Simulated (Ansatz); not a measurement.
Start from BaTiO$_{3}$ in the cubic perovskite structure (space group Pm-3m, No. 221; a = 4.019 Å).

Modification: every lattice vector is shortened by 3.81 %; the atoms relax in the strained cell.

Levels (all Ansatz, an electronic-structure program, PAW): PBE (420 eV, no spin-orbit coupling); r2SCAN (500 eV, spin-orbit coupling left out); HSE06 (420 eV, without spin-orbit coupling); PBE+SOC (420 eV, spin-orbit coupling included).

One geometry, relaxed with PBE, under each level:

Notes on the quantities. electron mass: degenerate bands, along [100]; hole mass: degenerate bands, along [100].

The valence-band top lists the three highest levels at Γ (Kramers pairs under SOC), from the VBM.

```json
[
 {"level": "PBE", "band gap": "2.00 eV", "lowest conduction level above the VBM at special points": "Γ 2.00 eV; X 2.17 eV; M 4.09 eV; R 4.88 eV", "valence-band top at Γ": "0.00, 0.00, 0.00 eV", "electron mass": "–", "hole mass": "–", "pressure": "24.67 GPa"},
 {"level": "r2SCAN", "band gap": "…", "lowest conduction level above the VBM at special points": "…", "valence-band top at Γ": "–", "electron mass": "–", "hole mass": "–", "pressure": "…"},
 {"level": "HSE06", "band gap": "3.44 eV", "lowest conduction level above the VBM at special points": "Γ 3.44 eV; X 3.63 eV; M 5.75 eV", "valence-band top at Γ": "–", "electron mass": "–", "hole mass": "–", "pressure": "–"},
 {"level": "PBE+SOC", "band gap": "1.93 eV", "lowest conduction level above the VBM at special points": "Γ 1.93 eV; X 2.11 eV; M 4.02 eV; R 4.82 eV", "valence-band top at Γ": "0.00, 0.00, -0.17 eV", "electron mass": "0.37, 1.0 mₑ (at Γ)", "hole mass": "0.39, 0.98 mₑ (at Γ)", "pressure": "24.67 GPa"}
]
```

### Question
Give the withheld r2SCAN results.

### Answer

- r2SCAN, band gap: 2.39 eV
- r2SCAN, lowest conduction level above the VBM at special points: Γ 2.39 eV; X 2.55 eV; M 4.46 eV; R 5.26 eV
- r2SCAN, pressure: 21.94 GPa

Single points use the geometry relaxed with PBE. Their cutoffs differ, which shifts pressures a little. Differences between runs with and without spin-orbit coupling are approximate. Effective masses come from finite differences of ±0.01 Å⁻¹. Whether these cells are dynamically stable was not tested. The runs without spin-orbit coupling are not spin-polarised. Many cubic perovskites are stable only at high temperature; tilts and polar distortions were not tested. This is not the structure that BaTiO3 has at room temperature and ambient pressure.
